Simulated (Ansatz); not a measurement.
Rh: response to strain

The reference is Rh in the fcc (Cu type) structure (space group Fm-3m, No. 225; a = 3.802 Å; relaxed with 0.1 eV smearing). Axes: x, y, z lie along the cube axes.

Strains are applied to the cell and any free atomic positions relax; under biaxial strain the out-of-plane vector relaxes too; under stress the whole cell relaxes.

Method: r2SCAN (Ansatz, a quantum-chemistry and plane-wave program, PAW, scalar-relativistic without spin-orbit coupling), earlier PAW set.

Notes on the quantities. energy relative to the base: free energy F.

```tsv
case	energy relative to the base	volume per atom	space group
base	0 meV/atom	13.74 Å³	Fm-3m (No. 225)
biaxial strain −2.33 %, plane normal [001], relaxed out of plane	+23 meV/atom	13.38 Å³	I4/mmm (No. 139)
biaxial strain +1.14 %, plane normal [001], relaxed out of plane	+5.0 meV/atom	13.91 Å³	I4/mmm (No. 139)
biaxial strain −0.82 %, plane normal [110], relaxed out of plane	+3.4 meV/atom	13.58 Å³	Immm (No. 71)
biaxial strain +3.58 %, plane normal [110], relaxed out of plane	+58 meV/atom	14.46 Å³	Immm (No. 71)
biaxial strain −0.38 %, plane normal [111], relaxed out of plane	+0.8 meV/atom	13.66 Å³	R-3m (No. 166)
uniaxial strain ε_yy = −3.77 %	+29 meV/atom	13.22 Å³	I4/mmm (No. 139)
uniaxial stress, 8 GPa compression along z	+8.5 meV/atom	13.62 Å³	I4/mmm (No. 139)
uniaxial stress, 2 GPa tension along z	+0.5 meV/atom	13.77 Å³	I4/mmm (No. 139)
uniaxial stress, 0.5 GPa compression along z	0.0 meV/atom	13.73 Å³	I4/mmm (No. 139)
```

A biaxial case was relaxed in a doubled cell and then solved in the primitive one. Beyond what the load breaks, stability against distortions was not tested. The final runs are not spin-polarised. Rh lies near a magnetic instability that expansion can trigger; it was not tested.
